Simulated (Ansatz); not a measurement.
# By hand: formation energy of H_i in Al (fcc, Fm-3m)

This concerns the formation energy of H_i in Al (fcc, Fm-3m). Reaction: 32 Al (fcc) + 1/2 H2 (gas) → cell A.

A: a supercell of 32 sites of Al (fcc, Fm-3m) with H off the lattice sites (4 Al at 1.88 Å); spin state with PBE: run without spin.

Method: Ansatz (an electronic-structure program), PAW, neutral cells at 0 K with nuclei at rest, on structures from PBE. Ansatz runs with its PAW set soft_1. Other levels take these structures. The lattices are those relaxed with PBE, so at other levels the solids can be strained, which adds to the spread. Larger cells are relaxed from a start prepared with the learned potential CHGNet, on a coarser mesh till forces fall under 0.03 eV/Å, which some starts already meet. A dispersion term (D3(BJ), or D4 for r2SCAN) was computed beside these levels and is taken off wherever the name lacks it. Space groups of crystals are read within 0.01 Å. Mesh and cell size may move defect energies by 0.1 eV or more. Cell A has symmetry P-43m within 0.02 Å and got no random move, so less symmetric positions, which may lie lower, weren't tried.

Total energies of the cells in eV, at zero smearing width. They compare only within one column; the weights balance every element.

| cell | atoms | weight | PBE | RPBE |
|---|---|---|---|---|
| A: Al:H_i | 33 | +1 | -17215.11277 | -17309.15767 |
| Al (fcc) | 32 | −1 | -17199.97733 | -17294.02621 |
| H2 (gas) | 2 | −1/2 | -31.74397 | -32.07063 |

PBE: (-17215.11277) − (-17199.97733) − 1/2 × (-31.74397) = 0.737 eV.

RPBE: (-17309.15767) − (-17294.02621) − 1/2 × (-32.07063) = 0.904 eV.
